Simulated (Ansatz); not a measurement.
**Ge: pressure series**

Start from Ge in the diamond structure (space group Fd-3m, No. 227; a = 5.676 Å).

Cell and atoms are relaxed at each pressure.

The values are results of Ansatz (a quantum-chemistry and plane-wave program) PBEsol, spin-orbit coupling left out, earlier PAW set, not measurements.

| pressure (GPa) | volume per atom (Å³/atom) |
|---|---|
| -2 | 23.601 |
| -1 | 23.210 |
| 0 | 22.859 |
| 4.2 | 21.634 |
| 9 | 20.592 |
| 18 | 19.167 |
| 30 | ? |
| 45 | 16.624 |
| 60 | 15.714 |

Q: Fit the third-order Birch–Murnaghan form P(V) = (3B₀/2)[(V₀/V)^(7/3) − (V₀/V)^(5/3)]·[1 + (3/4)(B₀′ − 4)((V₀/V)^(2/3) − 1)] (squares taken in P) to the rows shown and predict the withheld row.

A: Least squares on the printed values gives V₀ = 22.856 Å³/atom, B₀ = 68.9 GPa, B₀′ = 4.5; this predicts 17.818 Å³/atom, and the run gives 17.829 Å³/atom, 0.011 higher.

Measured bulk modulus of Ge: 77.3 GPa (static lattice; corrected from measurement; as listed in Tanner et al., arXiv (2021)); the computed value is 11 % below it.

Load acts through the strain it causes; cell and atoms are relaxed under it. Stability against distortions was not tested. Measured, Ge leaves this structure (for the β-tin structure) near 10.6 GPa (room temperature; as listed in arXiv:1906.07825).
